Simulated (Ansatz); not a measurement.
The starting structures come from a database of crystals and need not be the phases stable at ambient conditions.

 Where the default PAW files enter, the runs use the earlier of Ansatz's two default sets.

The decay constant κ of evanescent states in the gap governs leakage through a thin film.

Given:

```
CdMgTe2
1.0
    4.61119     0.00000     0.00000
   -2.30559     7.62372     0.00000
    2.30559     0.69727     3.93206
Mg Cd Te
1 1 2
Cartesian
  0.00000   4.17868   1.96281
  2.30560   7.61248   0.00199
  2.30559   4.81613   0.49787
  4.61119   1.41736   2.45247
```

Space group of this cell: R3m. The cell is taken as given; by PBEsol its mean pressure is -0.9 GPa.

Transport runs along the normal of the first two printed cell vectors, the (101) plane of the conventional cell.

No gap correction and no spin-orbit coupling; mid-gap values are interpolated between computed energies.

Task: Predict the band gap and the smallest decay constant κ at mid-gap from PBEsol in Ansatz (an electronic-structure program).

Result: Gap 1.20 eV on a 8×8×8 mesh; κ = 0.086 1/Å, at the zone centre.
